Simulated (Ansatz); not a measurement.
A computed series for TiC: pressure series

The parent structure is TiC in the rock salt structure (space group Fm-3m, No. 225; a = 4.328 Å).

Cell and atoms are relaxed at each pressure.

Level of theory: r2SCAN (Ansatz, a quantum-chemistry and plane-wave program; PAW; 500 eV plane waves; scalar-relativistic without spin-orbit coupling).

| pressure (GPa) | volume per atom (Å³/atom) |
|---|---|
| -2 | 10.211 |
| -1 | ? |
| 0 | 10.133 |
| 0.9 | 10.098 |
| 2.1 | 10.053 |
| 4.5 | 9.966 |
| 9 | 9.812 |
| 15 | 9.623 |
| 22.5 | 9.409 |

Problem. Fit the third-order Birch–Murnaghan form P(V) = (3B₀/2)[(V₀/V)^(7/3) − (V₀/V)^(5/3)]·[1 + (3/4)(B₀′ − 4)((V₀/V)^(2/3) − 1)] (squares taken in P) to the rows shown and predict the withheld row.

Solution. Least squares on the printed values gives V₀ = 10.133 Å³/atom, B₀ = 263 GPa, B₀′ = 3.9; this predicts 10.171 Å³/atom, and the run gives 10.172 Å³/atom, in agreement.

Load acts through the strain it causes; cell and atoms are relaxed under it. No phonon test of stability was made. Competing high-pressure phases were not computed. The final runs are not spin-polarised.
